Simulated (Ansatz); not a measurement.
B2CO (model structure, I-42d, No. 122, 8 atoms in the cell), treated with PBE in Ansatz (PAW).

Settings: plane-wave cutoff 520 eV, 12×12×12 k mesh, Fermi–Dirac smearing 0.01 eV, scalar-relativistic PAW data made under PBE.

Cell (relaxed at this level):

```yaml
crystal:
  lattice:
    - [-1.86230, 1.86230, 3.75093]
    - [1.86230, -1.86230, 3.75093]
    - [1.86230, 1.86230, -3.75093]
  atoms:
    - { symbol: C, position: [0.00000, 0.00000, 0.00000] }
    - { symbol: C, position: [0.75000, 0.25000, 0.50000] }
    - { symbol: O, position: [0.50000, 0.50000, 0.00000] }
    - { symbol: O, position: [0.25000, 0.75000, 0.50000] }
    - { symbol: B, position: [0.37500, 0.35374, 0.47874] }
    - { symbol: B, position: [0.87500, 0.89626, 0.52126] }
    - { symbol: B, position: [0.64626, 0.12500, 0.02126] }
    - { symbol: B, position: [0.10374, 0.62500, 0.97874] }
```

Task: Predict the band gap and bulk modulus.

Result: 
* **band gap**: 2.94 eV (on the SCF k mesh)
* **bulk modulus**: 280 GPa

Note: the bulk modulus is −V dP/dV from two relaxed cells at ±2 % in volume; the relaxation could raise the start's symmetry but not lower it, so the cell can be a saddle point.

Static lattice: no zero-point or thermal effects.

The result took very roughly 3 core-minutes.

A model structure was made by putting elements into a prototype or built by hand; it is no filed structure, need not be a known phase, and can be a saddle point held by its symmetry.

Ansatz is an electronic-structure program.
